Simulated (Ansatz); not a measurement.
## VBiO₄ (space group I4_1/a, No. 88)

```cif
data_Bi2O8V2
_chemical_formula_sum 'Bi2 V2 O8'
_space_group_name_H-M_alt 'P 1'
_space_group_IT_number 1
_cell_length_a 6.93064
_cell_length_b 6.93064
_cell_length_c 6.93064
_cell_angle_alpha 136.234
_cell_angle_beta 136.234
_cell_angle_gamma 63.619
loop_
_space_group_symop_operation_xyz
  'x, y, z'
loop_
_atom_site_label
_atom_site_type_symbol
_atom_site_fract_x
_atom_site_fract_y
_atom_site_fract_z
_atom_site_occupancy
Bi1 Bi 0.75000 0.25000 0.50000 1
Bi2 Bi 0.00000 0.00000 0.00000 1
V1 V 0.25000 0.75000 0.50000 1
V2 V 0.50000 0.50000 0.00000 1
O1 O 0.07894 0.96643 0.38920 1
O2 O 0.57723 0.68974 0.61080 1
O3 O 0.71643 0.82723 0.38749 1
O4 O 0.43974 0.32894 0.61251 1
O5 O 0.67106 0.28357 0.11080 1
O6 O 0.17277 0.56026 0.88920 1
O7 O 0.03357 0.42277 0.11251 1
O8 O 0.31026 0.92106 0.88749 1
```

Computed with PBE/PAW in Ansatz (a program for electronic structure), no SOC. k-mesh 7×7×7 (Γ-centred); smearing 0.05 eV (Fermi–Dirac).

| Property | Result |
|---|---|
| Volume per atom | 13.10 Å³ |
| Density | 6.84 g/cm³ |
| Band gap | 2.25 eV, indirect, Γ–X (71 % along) → N |
| Total energy | -2930.096 eV/atom (σ→0; compares only within this code and set-up) |

Spin-orbit coupling, missing from the scalar runs, can matter with Bi. No phonon test of stability was made. Seeded moments were not kept for the base. All final runs are without spin polarisation.
